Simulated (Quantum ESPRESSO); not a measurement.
One base run on Sn₂S₃O₁₂ (R-3c, 34 atoms in the cell) and variants with one or two settings moved

```yaml
crystal:
  lattice:
    - [4.60578, 2.65915, 7.52143]
    - [-4.60578, 2.65915, 7.52143]
    - [0.00000, -5.31830, 7.52143]
  atoms:
    - { symbol: Sn, position: [0.14013, 0.14013, 0.14013] }
    - { symbol: Sn, position: [0.85987, 0.85987, 0.85987] }
    - { symbol: Sn, position: [0.35987, 0.35987, 0.35987] }
    - { symbol: Sn, position: [0.64013, 0.64013, 0.64013] }
    - { symbol: S, position: [0.45404, 0.75000, 0.04596] }
    - { symbol: S, position: [0.54595, 0.25000, 0.95405] }
    - { symbol: S, position: [0.04596, 0.45404, 0.75000] }
    - { symbol: S, position: [0.95405, 0.54595, 0.25000] }
    - { symbol: S, position: [0.75000, 0.04596, 0.45404] }
    - { symbol: S, position: [0.25000, 0.95405, 0.54595] }
    - { symbol: O, position: [0.44148, 0.59961, 0.21979] }
    - { symbol: O, position: [0.55852, 0.40039, 0.78021] }
    - { symbol: O, position: [0.21979, 0.44148, 0.59961] }
    - { symbol: O, position: [0.78021, 0.55852, 0.40039] }
    - { symbol: O, position: [0.59961, 0.21979, 0.44148] }
    - { symbol: O, position: [0.40039, 0.78021, 0.55852] }
    - { symbol: O, position: [0.28021, 0.90039, 0.05852] }
    - { symbol: O, position: [0.71979, 0.09961, 0.94148] }
    - { symbol: O, position: [0.90039, 0.05852, 0.28021] }
    - { symbol: O, position: [0.09961, 0.94148, 0.71979] }
    - { symbol: O, position: [0.05852, 0.28021, 0.90039] }
    - { symbol: O, position: [0.94148, 0.71979, 0.09961] }
    - { symbol: O, position: [0.01072, 0.59804, 0.80608] }
    - { symbol: O, position: [0.98928, 0.40196, 0.19392] }
    - { symbol: O, position: [0.80608, 0.01072, 0.59804] }
    - { symbol: O, position: [0.19392, 0.98928, 0.40196] }
    - { symbol: O, position: [0.59804, 0.80608, 0.01072] }
    - { symbol: O, position: [0.40196, 0.19392, 0.98928] }
    - { symbol: O, position: [0.69392, 0.90196, 0.48928] }
    - { symbol: O, position: [0.30608, 0.09804, 0.51072] }
    - { symbol: O, position: [0.90196, 0.48928, 0.69392] }
    - { symbol: O, position: [0.09804, 0.51072, 0.30608] }
    - { symbol: O, position: [0.48928, 0.69392, 0.90196] }
    - { symbol: O, position: [0.51072, 0.30608, 0.09804] }
```

Base run A: LDA (PZ), GBRV 1.5 ultrasoft (LDA) pseudopotentials (Quantum ESPRESSO), self-consistent single point.

Its settings: ecutwfc = 40 Ry; ecutrho = 200 Ry; occupations = smearing; smearing = cold; degauss = 0.0036749 Ry; potentials = {Sn: sn_lda_v1.4.uspp.F.UPF, S: s_lda_v1.4.uspp.F.UPF, O: o_lda_v1.2.uspp.F.UPF}; K_POINTS = automatic 3 3 3 0 0 0; conv_thr = 1e-09 Ry; mixing_beta = 0.3.

The starting cell comes from a database of computed structures (which also holds hypothetical and non-ambient phases and stackings), without a prior relaxation at this level. Its lattice was rescaled by a random factor within 2.5 % of one. In the base run, with a pressure of about -5 GPa the cell is away from its equilibrium volume at this level. The run gives no clean gap (levels at the Fermi energy touch, overlap or are partly filled at this smearing), which alone does not show that the compound is a metal.

ΔF is the free energy per atom less that of run A. 

Runs:
- B: degauss: 0.0036749 Ry → 0.0073499 Ry; K_POINTS: automatic 3 3 3 0 0 0 → automatic 1 1 1 0 0 0
- C: K_POINTS: automatic 3 3 3 0 0 0 → automatic 1 1 1 0 0 0
- D: ecutwfc: 40 Ry → 28 Ry; ecutrho: 200 Ry → 140 Ry
- E: conv_thr: 1e-09 Ry → 7.3e-14 Ry
- F: degauss: 0.0036749 Ry → 0.0073499 Ry
- G: conv_thr: 1e-09 Ry → default

| run | ΔF (meV/atom) | pressure (GPa) | largest force (eV/Å) | k-points |
|---|---|---|---|---|
| A | 0.00 | -5.46 | 0.425 | 6 |
| B | -53.4 | -5.85 | 0.329 | 1 |
| C | -53.4 | -5.85 | 0.329 | 1 |
| D | 267.1 | -21.65 | 0.433 | 6 |
| E | 0.00 | -5.46 | 0.425 | 6 |
| F | 0.08 | -5.46 | 0.422 | 6 |
| G | 0.00 | -5.44 | 0.425 | 6 |

Run B against A: The free energy goes down by 53.4 meV/atom, the pressure goes from -5.46 to -5.85 GPa and the largest force goes from 0.425 to 0.329 eV/Å.

Run C against A: The free energy falls by 53.4 meV/atom, the pressure goes from -5.46 to -5.85 GPa and the largest force goes from 0.425 to 0.329 eV/Å.

Run D against A: The free energy goes up by 267 meV/atom, the pressure goes from -5.46 to -21.65 GPa and the largest force moves little (0.425 to 0.433 eV/Å).
